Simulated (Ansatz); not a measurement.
## A computed series for Ga2O3: response to strain

Base system: Ga2O3 in the corundum structure (space group R-3c, No. 167; a = 5.000 Å, c = 13.449 Å (hexagonal axes)). Axes: x lies along a and z along c of the hexagonal cell.

Strains are applied to the cell and any free atomic positions relax; under biaxial strain the out-of-plane vector relaxes too; under stress the whole cell relaxes.

All numbers come from DFT with PBEsol, PAW potentials and a 420 eV plane-wave cutoff in Ansatz (an electronic-structure program), spin-orbit coupling left out.

Notes on the quantities. pressure: mean of the normal stresses, compression positive.

```json
[
 {"change": "base", "volume per atom": "9.71 Å³", "pressure": "0.01 GPa", "electron mass": "0.22 mₑ (at Γ)", "band gap": "2.70 eV"},
 {"change": "biaxial strain +2.06 %, plane normal [001], relaxed out of plane", "volume per atom": "9.96 Å³", "pressure": "-5.96 GPa", "electron mass": "0.21 mₑ (at Γ)", "band gap": "2.33 eV"},
 {"change": "uniaxial strain ε_yy = −1.17 %", "volume per atom": "9.59 Å³", "pressure": "2.80 GPa", "electron mass": "0.23 mₑ (at Γ)", "band gap": "2.82 eV"},
 {"change": "uniaxial strain ε_zz = −5.65 %", "volume per atom": "9.16 Å³", "pressure": "13.13 GPa", "electron mass": "0.26 mₑ along z, 0.24 mₑ across (at Γ)", "band gap": "3.07 eV"},
 {"change": "uniaxial strain ε_zz = +1.44 %", "volume per atom": "9.85 Å³", "pressure": "-2.80 GPa", "electron mass": "0.22 mₑ (at Γ)", "band gap": "2.56 eV"},
 {"change": "uniaxial stress, 0.5 GPa tension along x", "volume per atom": "9.71 Å³", "pressure": "–", "electron mass": "0.22 mₑ (at Γ)", "band gap": "2.69 eV"},
 {"change": "tensor shear ε_xy = +1.86 %", "volume per atom": "9.70 Å³", "pressure": "0.19 GPa", "electron mass": "0.22 mₑ (at Γ)", "band gap": "2.67 eV"}
]
```

Effective masses come from finite differences of ±0.01 Å⁻¹. Stability under load was not tested beyond the relaxation.
